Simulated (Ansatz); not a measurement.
## Hf, response to strain

Base system: Hf in the hcp (Mg type) structure (space group P6_3/mmc, No. 194; a = 3.1983 Å, c = 5.0488 Å; relaxed with 0.1 eV smearing).

Strains are applied to the cell and any free atomic positions relax.

All numbers come from r2SCAN, PAW, 500 eV (Ansatz, a program for electronic structure; spin-orbit coupling left out).

Notes on the quantities. pressure: mean of the normal stresses, compression positive; energy relative to the base: free energy F.

```tsv
case	pressure	volume per atom	energy relative to the base
base	0.0 GPa	22.36 Å³	0 meV/atom
isotropic strain −3.00 %	11.7 GPa	20.41 Å³	+67 meV/atom
isotropic strain −2.50 %	___	20.73 Å³	+46 meV/atom
isotropic strain −2.00 %	7.4 GPa	21.05 Å³	+29 meV/atom
isotropic strain −1.50 %	5.4 GPa	21.37 Å³	___
isotropic strain −1.00 %	3.5 GPa	21.70 Å³	+7.1 meV/atom
isotropic strain −0.50 %	1.7 GPa	22.03 Å³	+1.7 meV/atom
```

**Question.** Some entries are withheld; estimate them.

**Answer.** 
- isotropic strain −2.50 %, pressure: 9.5 GPa
- isotropic strain −1.50 %, energy relative to the base: +16 meV/atom

Whether these cells are dynamically stable was not tested. All final runs are without spin polarisation.
